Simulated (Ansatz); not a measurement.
SiC (I-4m2), Ansatz (a quantum-chemistry and plane-wave program) with r2SCAN with spin-orbit coupling, rigid bands: Condition of this run: uniaxial stress along [001] of -15 GPa (compression positive) (the target of the relaxation). band gap 1.43 eV, N_c = 9.60e18 cm⁻³ and N_v = 8.61e19 cm⁻³ at 300 K, conductivity masses along z (a = (0.00, 2.16, 2.27) Å; b = (2.16, 0.00, 2.27) Å; c = (2.16, 2.16, 0.00) Å) of 0.251 mₑ (electrons) and 0.672 mₑ (holes). Take k_BT = 0.02585 eV.

Task: Find the intrinsic carrier density and the intrinsic Fermi level.

Result: n_i = √(N_c N_v) exp(−E_g/2k_BT) = 2.87e19 × exp(−27.66) = 2.8e7 cm⁻³. The level lies (k_BT/2) ln(N_v/N_c) = 28 meV from mid-gap (positive towards the conduction band). Each 0.1 eV added to the gap lowers n_i by a factor of 6.9.

Task: What thermal injection velocity √(2k_BT/πm) limits a ballistic channel along the direction named?

Result: 1.07e7 cm/s for electrons and 6.56e6 cm/s for holes, a ratio of √(m_h/m_e) = 1.64, for dilute carriers.

Task: What built-in voltage has an abrupt junction with N_A = 1e16 and N_D = 1e18 cm⁻³, all dopants ionised?

Result: V_bi = E_g/e − (k_BT/e) ln(N_c N_v/(N_A N_D)) = 1.43 − 0.02585 × 11.32 = 1.14 V. It follows the computed gap one for one.

Rigid, parabolic bands with the computed gap; masses take one relaxation time for all states. Geometry: cell and atoms relaxed with PBEsol.
